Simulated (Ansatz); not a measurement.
The starting structures come from a database of crystals and need not be the phases stable at ambient conditions.

 Where the default PAW files enter, the runs use the earlier of Ansatz's two default sets.

The decay constant κ of evanescent states in the gap governs leakage through a thin film.

Data:

```xyz
4
Lattice="6.8066 0.0000 0.0000 -2.2694 6.4179 0.0000 -1.1347 3.2090 1.9651" Properties=species:S:1:pos:R:3 pbc="T T T"
Ga     0.0443     0.0157     0.0000
Ga     2.2234     3.1930     0.0000
P     -0.0006     2.4066     0.0000
As     2.2697     5.6161     0.0000
```

Space group of this cell: R3m. The cell is taken as given.

Transport runs along the normal of the first two printed cell vectors, the (110) plane of the conventional cell.

No gap correction and no spin-orbit coupling; mid-gap values are interpolated between computed energies.

Task: Estimate the band gap and the smallest decay constant κ at mid-gap that r2SCAN in Ansatz (an electronic-structure program) returns for this system.

Result: Gap 1.46 eV on a 16×16×16 mesh; κ = 0.087 1/Å, at the zone centre.
